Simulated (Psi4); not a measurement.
Psi4 1.11, TPSS/def2-svp: Be(Cl)2 ([Cl][Be][Cl]), 3 atoms. The geometry is a generated start, not checked to be a minimum at this level.

```
Property                             Result
--------------------------  ---------------
task                                 energy
method                                 tpss
basis                              def2-svp
memory                                 3 GB
maxiter                                 100
keys of the molecule block      symmetry c1
scf_type                       df (default)
e_convergence               1e-06 (default)
d_convergence               1e-06 (default)
dft_radial_points              75 (default)
dft_spherical_points          302 (default)
basis functions                          45
grid points                           64786
```

```xyz
3

Be    -0.0014     0.0009    -0.0008
Cl     1.2640     0.3074    -1.1879
Cl    -1.2626    -0.3082     1.1887
```

With the defaults (damping_percentage = 0, diis = true, scf_initial_accelerator = adiis, guess = auto, which took SAD, diis_max_vecs = 10, diis_start = 1) it converges in 6 SCF iterations. One run each on 2 threads, with these changes:
- guess = sapgau
- damping_percentage = 60
- guess = gwh
- guess = sap
- damping_percentage = 60, diis = false, scf_initial_accelerator = none
- diis_max_vecs = 6
- diis_max_vecs = 20
- scf_initial_accelerator = none
- diis_start = 4

Problem. Name the settings that don't reach the solution of the defaults.

Solution. No convergence: damping_percentage = 60; damping_percentage = 60, diis = false, scf_initial_accelerator = none (the run ends without SCF convergence in 100 iterations). The rest reach the solution of the defaults.

| setting | SCF iterations | end |
|---|---|---|
| the defaults | 6 | same solution |
| diis_max_vecs = 6 | 6 | same solution |
| scf_initial_accelerator = none | 6 | same solution |
| diis_max_vecs = 20 | 6 | same solution |
| guess = sapgau | 7 | same solution |
| guess = sap | 7 | same solution |
| guess = gwh | 9 | same solution |
| diis_start = 4 | 10 | same solution |
| damping_percentage = 60 | 100 | no convergence |
| damping_percentage = 60, diis = false, scf_initial_accelerator = none | 100 | no convergence |
